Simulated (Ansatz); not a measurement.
Consider ZnO in the wurtzite structure (space group P6_3mc, No. 186; a = 3.279 Å, c = 5.294 Å).

All numbers come from PBE (Ansatz, a first-principles code), no spin-orbit coupling.

One change was made to it. Results:

The band gap decreases by 0.02 eV, from 0.74 eV to 0.72 eV; the width of the top valence band shrinks by 0.04 eV, from 1.71 eV to 1.67 eV; the density drops by 0.087 g/cm³ to 5.40 g/cm³; the valence-band top at Γ (three highest levels, from the VBM) changes from 0.00, 0.00, -0.08 eV to 0.00, 0.00, -0.07 eV.

Problem. Name the change that was made.
A) pressure −2 GPa
B) pressure 0.9 GPa
C) pressure −1 GPa

Solution. A, pressure −2 GPa. For comparison, the valence-band top at Γ in the other runs: pressure 0.9 GPa gives 0.00, 0.00, -0.08 eV; pressure −1 GPa gives 0.00, 0.00, -0.08 eV.

Load acts through the strain it causes; cell and atoms are relaxed under it. No phonon test of stability was made.
